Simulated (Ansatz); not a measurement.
Effect of biaxial strain −1.25 %, plane normal [111], relaxed out of plane on Si

Take Si in the diamond structure (space group Fd-3m, No. 227; a = 5.434 Å) as the base. Axes: x, y, z lie along the cube axes.

Now apply this change: compressive biaxial strain of 1.25 % in the plane normal to [111], as in epitaxy on a mismatched substrate; the out-of-plane cell vector and the atoms relax.

Calculations: PBEsol/PAW in Ansatz (a program for electronic structure), no spin-orbit coupling. k-mesh 11×11×11 (Γ-centred); smearing 0.05 eV (Fermi–Dirac).

```csv
quantity,base,changed,shift
volume per atom,20.05 Å³,19.67 Å³,-0.38 Å³
energy relative to the base (free energy F),0 meV/atom,+4.3 meV/atom,+4.3 meV/atom
"pressure (mean of the normal stresses, compression positive)",-0.01 GPa,1.86 GPa,+1.864 GPa
band gap,0.47 eV,0.35 eV,-0.12 eV
gap character,–,"indirect, Γ → F–Γ (13 % along)",–
smallest direct gap,2.52 eV,2.28 eV,-0.24 eV
"valence-band top at Γ (three highest levels, from the VBM)","0.00, 0.00, 0.00 eV","0.00, 0.00, -0.19 eV",–
"valley order (the lowest conduction-band minima on the path, energy above the VBM, named in the base's zone)","a point along ⟨100⟩, about 1.0 Å⁻¹ from Γ 0.47 eV; L along ⟨111⟩ 1.46 eV","a point along [010], about 1.0 Å⁻¹ from Γ 0.35 eV; L along [1-1-1] 1.39 eV; L along [111] 1.65 eV",–
out-of-plane strain,–,+0.60 %,–
ratio −ε⊥/ε∥,–,0.48,–
mean in-plane stress (compression positive),–,+2.8 GPa,–
```

Whether these cells are dynamically stable was not tested. Labels are those of the standard path for the cell's own space group.
